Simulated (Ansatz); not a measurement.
Base system: Si in the diamond structure (space group Fd-3m, No. 227; a = 5.4441 Å).

The values are results of r2SCAN in Ansatz (plane waves to 500 eV, PAW, no spin-orbit coupling), earlier PAW set, not measurements.

Base values:

| Quantity | Value |
|---|---|
| Band gap | 0.78 eV |
| Smallest direct gap | 2.74 eV |

Perturbation: a hydrostatic pressure of 30 GPa.

Problem. What does the calculation give for the band gap after the change?

Solution. The band gap falls by 0.44 eV (0.78 eV → 0.34 eV).

Problem. What happens to the smallest direct gap?

Solution. The smallest direct gap grows by 0.05 eV, from 2.74 eV to 2.79 eV.

Load acts through the strain it causes; cell and atoms are relaxed under it. Whether these cells are dynamically stable was not tested. Measured, Si leaves this structure (for the β-tin structure) near 12 GPa (room temperature; as listed in arXiv:1906.07825).

Ansatz is a program for electronic structure.
